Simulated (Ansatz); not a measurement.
# Ansatz run on CaPt₂ (R3m, 6 atoms in the cell): self-consistent single point

Method of the run: PBEsol, default PAW files made with PBE (plane waves; Ansatz, a quantum-chemistry and plane-wave program).

Input:

Ansatz 0.2 input:
```yaml
crystal:
  lattice:
    - [0.00000000, 3.81133300, 3.81133300]
    - [3.81133300, 0.00000000, 3.81133300]
    - [3.81133300, 3.81133300, 0.00000000]
  atoms:
    - { symbol: Ca, position: [0.00378700, 0.00378700, 0.00378700] }
    - { symbol: Ca, position: [0.25000000, 0.25000000, 0.25000000] }
    - { symbol: Pt, position: [0.12500000, 0.62500000, 0.62500000] }
    - { symbol: Pt, position: [0.62500000, 0.62500000, 0.12500000] }
    - { symbol: Pt, position: [0.62500000, 0.12500000, 0.62500000] }
    - { symbol: Pt, position: [0.62500000, 0.62500000, 0.62500000] }
basis:
  ecutwfc: 30.9 Ry
kpoints:
  mp_grid: { grid: [8, 8, 8] }
hamiltonian:
  xc: pbesol
  pseudopotentials: { kind: paw }
scf:
  occupations: { method: gaussian, width: 0.0073 Ry }
output:
  forces: true
  eigenvalues: true
  stress: true
```

The program printed (abridged):

```
WARN ansatz: RAYON_NUM_THREADS=1 ignored (pool sized by the plan → 1); use --threads N
Pseudopotentials: kind: paw
Pseudopotential: Ca, paw, valence charge 10
Pseudopotential: Pt, paw, valence charge 18
Crystal: 6 atoms, lattice volume = 110.729 Å³
Basis set: ecut = 420.4159175005146 eV, 2109 PW (Γ), exchange–correlation on 80×80×80 points (8 copies of the dense FFT grid, shifted against one another)
Bands: 56, of which v1, the nominal top of the filled ones, is band 46 counted from 1 (45 counted from 0)
Symmetry: 6 space group operations
Space group: R3m (ITA 160), of the structure as read, at distance tolerance 4.8e-5 Å
k-points: 65 of 512 (time reversal used)
PAW frozen core: Ca, regenerated for the run's functional, and the local potential with it
PAW frozen core: Pt, regenerated for the run's functional, and the local potential with it
Initial density: superposition of atomic densities (neutral atoms: chi_scale 0, normalization atom), corrected by the library's trained network
Initial wavefunctions: pseudopotential atomic-orbital guess
Eigensolver: davidson
Functional: x = pbesol(κ = 0.804, μ = 0.12345679012345678), c = pbesol(β = 0.046)
SCF iter   1: F=—  HF=-53128.263852 eV  |F-HF|=—  |Δ(HF+E_count)|=         —  Δρ=6.26e-3  dr2=4.26e-2  ethr=1.77e-3  ⟨swp⟩=7.6  Hψ=14900  notcnv=0  defer=2
all-band conjugate gradients solve this SCF's bands
preconditioner: auto → Kerker (q_TF=auto, 2.645 Å⁻¹)
SCF iter   2: F=—  HF=-53128.254066 eV  |F-HF|=—  |Δ(HF+E_count)|=   9.79e-3  Δρ=3.27e-3  dr2=1.46e-2  ethr=4.63e-5  ⟨swp⟩=2.2  Hψ=5274  notcnv=0  defer=3
SCF iter   3: F=—  HF=-53128.252192 eV  |F-HF|=—  |Δ(HF+E_count)|=   1.87e-3  Δρ=1.56e-3  dr2=2.89e-3  ethr=1.58e-5  ⟨swp⟩=2.0  Hψ=4818  notcnv=0  defer=3
SCF iter   4: F=—  HF=-53128.251685 eV  |F-HF|=—  |Δ(HF+E_count)|=   5.07e-4  Δρ=3.24e-4  dr2=3.32e-4  ethr=3.14e-6  ⟨swp⟩=2.0  Hψ=4798  notcnv=0  defer=3
SCF iter   5: F=—  HF=-53128.251678 eV  |F-HF|=—  |Δ(HF+E_count)|=   7.92e-6  Δρ=2.88e-4  dr2=2.87e-4  ethr=3.61e-7  ⟨swp⟩=1.0  Hψ=3466  notcnv=0  defer=3
SCF iter   6: F=—  HF=-53128.251646 eV  |F-HF|=—  |Δ(HF+E_count)|=   3.14e-5  Δρ=2.01e-4  dr2=1.22e-4  ethr=3.11e-7  ⟨swp⟩=1.0  Hψ=3466  notcnv=0  defer=3
SCF iter   7: F=—  HF=-53128.251622 eV  |F-HF|=—  |Δ(HF+E_count)|=   2.44e-5  Δρ=7.96e-5  dr2=1.99e-5  ethr=1.32e-7  ⟨swp⟩=1.3  Hψ=3537  notcnv=0  defer=3
SCF iter   8: F=—  HF=-53128.251649 eV  |F-HF|=—  |Δ(HF+E_count)|=   2.76e-5  Δρ=7.07e-6  dr2=5.75e-8  ethr=1.09e-10  ⟨swp⟩=8.0  Hψ=17420  notcnv=0
SCF iter   9: F=-53128.251649 eV  HF=-53128.251649 eV  |F-HF|=4.98e-9  |Δ(HF+E_count)|=   9.49e-9  Δρ=2.09e-6  dr2=6.56e-9  ethr=6.25e-11  ⟨swp⟩=2.0  Hψ=10435  notcnv=0
SCF 1 converged in 9 iterations: F = -53128.251649 eV  dr2 = 6.56e-9
SCF converged after 9 iterations
Free energy (F): -53128.251649 eV
Harris-Foulkes:  -53128.251649 eV  (|F-HF|=4.98e-9)
Internal energy: -53128.229490 eV  (E = F + TS)
E sigma→0 (E₀):  -53128.240569 eV
Entropy (-TS):   -0.022160 eV (-3.693 meV/atom)
Fermi energy:    16.655504 eV
--- Per-component energies (eV) ---
  E_band       = -1091.467725
  E_kinetic    = 3114.804352
  E_local      = -9486.918098  (includes V_loc(G=0)·N_el)
  E_nonlocal   = 939.148145
  E_hartree    = 3597.030717
  E_xc         = -1316.826844
  E_vxc        = -1555.270998  (∫ρ·V_xc dr)
  E_paw        = -38939.896000  (= ΣΔE_a)
  E_vpaw       = -1297.300776  (= ΣTr[D̂ρ^β])
  E_aug_tail   = 0.000682  (compensation charges beyond the density's cutoff)
  E_ewald      = -11036.957957
  E_core_change = 1.385513  (= ΣΔE_core)
  E_smearing   = -0.022160  (= −TS)
  E_closure    = 0.000000  (closes the sum)
  Σ components = -53128.251649   (vs F -53128.251649, Δ=0.00e0)
--- Forces (eV/Å), atoms counted from 1 ---
  atom   1  Ca    -0.13318363    -0.13318363    -0.13318363
  atom   2  Ca     0.05652032     0.05652032     0.05652032
  atom   3  Pt     0.03804927     0.01950144     0.01950144
  atom   4  Pt     0.01950144     0.01950144     0.03804927
  atom   5  Pt     0.01950144     0.03804927     0.01950144
  atom   6  Pt    -0.00038783    -0.00038783    -0.00038783
  max |Σ_I F_I| component: 1.01e-6 eV/Å
--- Stress (GPa, compression-positive) ---
       -1.115657       0.099227       0.099227
        0.099227      -1.115657       0.099227
        0.099227       0.099227      -1.115657
  P = ⅓ Tr σ = -1.1157 GPa (-11.157 kbar)
  The stress holds the Pulay correction. Without it, at fixed plane waves, as pw.x and ABINIT print it: P = -1.1521 GPa
--- Band table (eV; the first three rows and the last of 65) ---
  k-point 0: bands = ["-81.7770", "-81.7451", "-81.7451", "-81.7380", "-36.4153", "-36.0811", "-36.0811", "-36.0766", "-35.9469", "-35.9469", "-35.7914", "-35.7914", "-35.7887", "-35.7693", "-35.7583", "-35.7583", "-23.8809", "-23.7980", "-5.1288", [...]
  k-point 1: bands = ["-81.7760", "-81.7460", "-81.7451", "-81.7381", "-36.4023", "-36.0799", "-36.0754", "-36.0715", "-35.9442", "-35.9439", "-35.8060", "-35.7948", "-35.7922", "-35.7743", "-35.7638", "-35.7586", "-23.8785", "-23.8002", "-5.1305", [...]
  k-point 2: bands = ["-81.7734", "-81.7485", "-81.7451", "-81.7383", "-36.3685", "-36.0763", "-36.0613", "-36.0587", "-35.9346", "-35.9333", "-35.8454", "-35.8124", "-35.8079", "-35.7807", "-35.7725", "-35.7588", "-23.8721", "-23.8063", "-5.1351", [...]
  k-point 64: bands = ["-81.7705", "-81.7451", "-81.7451", "-81.7446", "-36.3130", "-36.0592", "-36.0465", "-36.0465", "-35.9150", "-35.8887", "-35.8887", "-35.8633", "-35.8633", "-35.7811", "-35.7811", "-35.7693", "-23.8554", "-23.8227", "-5.1330", [...]
```

The run converged in 9 iterations.

The starting cell comes from a database of computed structures (which also holds hypothetical and non-ambient phases and stackings), without a prior relaxation at this level. Its lattice was rescaled by up to half a per cent. One atom was moved a little off its site on purpose. Spin-orbit coupling is off. Spin polarisation is off. Ansatz's pressure includes its estimate of the finite-basis (Pulay) stress.

Cost on one core of a shared machine: roughly 40 s.
